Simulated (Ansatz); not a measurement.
**cubic BaZrO3 (1 1 0) on zinc-blende InP (1 1 0) (film strained to the substrate, started from cuts of the bulks and a machine-learned relaxation; slabs In8P8 and Ba4Zr4O10, which can lie off the formulas)**

A periodic stack without vacuum, cubic BaZrO3 (1 1 0) on zinc-blende InP (1 1 0) (film strained to the substrate, started from cuts of the bulks and a machine-learned relaxation; slabs In8P8 and Ba4Zr4O10, which can lie off the formulas): substrate slab In8P8, film Ba4Zr4O10, surface cells [[0, -1], [1, -1]] and [[1, 0], [1, 1]], film strained by -0.3 and -0.3 %, outermost planes InP/InP and BaOZr/BaOZr as cut, which need not be the usual terminations and can put a slab off its formula.

The start was prepared with a machine-learned potential, and the result is one local minimum, with the in-plane cell held and forces under 0.04 eV/Å; the film can end far from its bulk form.

Method: PBE (plane waves to 420 eV, PAW; Ansatz, a first-principles code). Scalar-relativistic, without spin–orbit coupling; PBE gaps are too small against experiment. Its k-point mesh 7×4×1, Fermi–Dirac width 0.05 eV.

- interface area = 25.1 Å²
- period = 29.43 Å
- heights between the nearest atoms of the two slabs at the two interfaces = 2.28 and 1.94 Å
- Ba–P contacts across the interfaces within 1.22 times the sum of covalent radii = 4, mean 3.33 Å
- Ba–In contacts across the interfaces within 1.22 times the sum of covalent radii = 3, mean 3.92 Å
- In–Zr contacts across the interfaces within 1.22 times the sum of covalent radii = 2, mean 3.29 Å
- P–Zr contacts across the interfaces within 1.22 times the sum of covalent radii = 2, mean 2.60 Å
- spin-polarised check at this geometry = falls back to no moment
- slope of the mean potential energy in the substrate = -6.1 MV/cm × e

```xyz
34
Lattice="4.2131 -0.0007 -0.2189 4.2093 5.9572 -0.4199 -3.9434 -3.4551 29.8044" Properties=species:S:1:pos:R:3 pbc="T T T"
In     3.0013    -0.5935     3.5861
In     4.0003     1.6335     1.8172
In     3.0691    -0.4664     7.8193
In     5.0549     2.4668     5.4927
In     3.2933    -0.3209    11.9976
In     5.2892     2.5884     9.7413
In     3.5731     0.0234    16.3186
In     5.5061     2.7311    13.9818
P      1.7737     1.9472     0.2369
P      5.0038     3.7647     3.2482
P      2.9443     0.9505     5.6876
P      5.1758     4.0023     7.5886
P      3.1830     1.1021     9.8732
P      5.4023     4.1528    11.8254
P      3.3970     1.2345    14.0477
P      5.6475     4.1302    16.2448
Ba     3.5767     2.6561    18.6879
Zr     1.4705    -0.4582    18.9093
O     -0.6380    -0.6864    19.4309
Ba    -0.4926    -0.3952    21.9792
Zr     1.6098     2.6099    21.7247
O      1.5304     1.2122    20.1171
O     -2.6952    -1.8957    20.6670
O      3.7167     2.5329    21.6750
Ba     3.8680     2.6947    24.5712
Zr     1.7658    -0.2739    24.8328
O     -2.5229    -1.8423    23.6039
O      1.6868     1.1436    23.3107
O     -0.3387    -0.3416    24.9699
Ba    -0.1938    -0.1784    27.9513
Zr     1.9071     2.8490    27.6131
O      1.8515     1.0518    26.4330
O     -2.3670    -1.8539    26.5202
O      4.0231     2.5964    27.4916
```
